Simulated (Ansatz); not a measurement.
Levels about the gap of amorphous Si$_{40}$O$_{20}$ (60 atoms in a cell of 1054 Å³, 2.27 g/cm³; zone centre alone, so wide bands show as single levels with stretches between that a denser mesh fills), at the geometry that PBE relaxed, where it gives 0.0 GPa on a denser mesh. The participation number counts the atoms over which a state spreads; weights are charges in smoothed Voronoi cells. The levels come from a single point, so bond lengths are those of that geometry. Method of the levels: PBE, scalar-relativistic without spin-orbit coupling (Ansatz, an electronic-structure program). Sampling: the zone centre alone; Fermi-Dirac width 0.02 eV; no spin polarisation. The usual formal charges leave 120 electrons over, so the level spacing at the Fermi energy parts defect or band states and needn't be the band gap. At PBE the levels at the filled edge of the gap are localised (band-tail or defect states), and the nearest spread-out levels lie 1.2 eV apart at the zone centre.

A CHGNet melt-quench gave the starting glass, which DFT then relaxed. O atoms were pushed apart under 1.9 Å during the dynamics, to hinder bonds among them. The hot cell started wider than the set density and was brought back towards it in steps. It is the lowest in DFT energy of 2 quenches. It is a model cell: composition and starting density were chosen by hand, and all elements were melted together. No dispersion term was used. Its density started from a set value of 2.16 and ended at 2.27 g/cm³. The quench (nominally 290 K/ps over its main leg) was far faster than any real one, so the model tends to hold more defects than a real film. A cell of this size samples the disorder only roughly. The volume was free in the relaxation, at fixed shape. Stress components on the final sampling reach 1.6 GPa. On a 2×2×2 Γ-centred mesh force components of up to 0.35 eV/Å stay, since the relaxation ran on the zone centre alone.

```json
[
 {"E - E(highest filled), eV": "-0.93", "filling": "filled", "participation number": "21.5", "largest on": "Si, 4 neighbours", "weight Si": "0.89", "weight O": "0.11"},
 {"E - E(highest filled), eV": "-0.76", "filling": "filled", "participation number": "22.7", "largest on": "Si, 3 neighbours", "weight Si": "0.89", "weight O": "0.11"},
 {"E - E(highest filled), eV": "-0.68", "filling": "filled", "participation number": "15.4", "largest on": "Si, 3 neighbours", "weight Si": "0.90", "weight O": "0.10"},
 {"E - E(highest filled), eV": "-0.56", "filling": "filled", "participation number": "26.6", "largest on": "Si, 3 neighbours", "weight Si": "0.88", "weight O": "0.12"},
 {"E - E(highest filled), eV": "-0.48", "filling": "filled", "participation number": "20.0", "largest on": "Si, 4 neighbours", "weight Si": "0.89", "weight O": "0.11"},
 {"E - E(highest filled), eV": "-0.30", "filling": "filled", "participation number": "19.8", "largest on": "Si, 4 neighbours", "weight Si": "0.93", "weight O": "0.07"},
 {"E - E(highest filled), eV": "0.00", "filling": "filled", "participation number": "8.5", "largest on": "Si, 3 neighbours", "weight Si": "0.85", "weight O": "0.15"},
 {"E - E(highest filled), eV": "0.88", "filling": "empty", "participation number": "28.8", "largest on": "Si, 4 neighbours", "weight Si": "0.90", "weight O": "0.10"},
 {"E - E(highest filled), eV": "0.92", "filling": "empty", "participation number": "24.2", "largest on": "Si, 4 neighbours", "weight Si": "0.89", "weight O": "0.11"},
 {"E - E(highest filled), eV": "1.01", "filling": "empty", "participation number": "29.2", "largest on": "Si, 3 neighbours", "weight Si": "0.88", "weight O": "0.12"},
 {"E - E(highest filled), eV": "1.23", "filling": "empty", "participation number": "32.0", "largest on": "Si, 4 neighbours", "weight Si": "0.90", "weight O": "0.10"},
 {"E - E(highest filled), eV": "1.28", "filling": "empty", "participation number": "28.3", "largest on": "Si, 3 neighbours", "weight Si": "0.90", "weight O": "0.10"},
 {"E - E(highest filled), eV": "1.53", "filling": "empty", "participation number": "32.5", "largest on": "Si, 4 neighbours", "weight Si": "0.88", "weight O": "0.12"},
 {"E - E(highest filled), eV": "1.67", "filling": "empty", "participation number": "38.3", "largest on": "Si, 4 neighbours", "weight Si": "0.86", "weight O": "0.14"}
]
```

Most localised among these is the filled level at +0.00 eV, on a Si atom, which has 3 neighbours (Si 2.26 Å, Si 2.31 Å, Si 2.32 Å).
